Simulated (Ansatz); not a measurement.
The starting structures come from a database of crystals and need not be the phases stable at ambient conditions.

Given:

```
SnO6Se2
1.0
    6.98775     0.00000     0.00000
   -1.70192     9.68968     0.00000
    1.70192    -2.07656     3.97607
Sn Se O
2 4 12
Cartesian
  2.64291   4.84484   0.00000
  0.85096  -1.03828   1.98803
  5.01791   0.86676   1.13171
  1.96984   6.74636   2.84436
  5.46372   5.23059   2.05272
  1.52403   2.38253   1.92334
  5.88137  -0.38915   1.88967
  1.10638   8.00227   2.08640
  4.60026   5.13502   0.58893
  2.38749   2.47810   3.38713
  1.73647   5.46707   1.72812
  5.25128   2.14605   2.24795
  1.75740   0.73549   1.51126
  5.23035   6.87763   2.46480
  0.82485   6.11602   3.96446
  6.16290   1.49710   0.01161
  2.66903   2.94161   0.76603
  4.31872   4.67151   3.21004
```

Space group of this cell: P2_1/c. The cell is taken as given; by r2SCAN its mean pressure is -0.7 GPa.

Transport runs along the normal of the first two printed cell vectors.

The gap is the functional's own, uncorrected, and κ follows it; spin-orbit coupling is left out. Mid-gap values are interpolated between the computed energies.

### Question
Estimate the band gap and the smallest decay constant κ at mid-gap that r2SCAN run with Ansatz (a first-principles code) returns for this system.

### Answer
Gap 4.02 eV on a 6×8×8 mesh; κ = 0.466 1/Å, at (0.500, 0.000) of the in-plane reciprocal vectors. At the zone centre, at the nearest computed energy, the slowest state has κ = 0.51 1/Å.
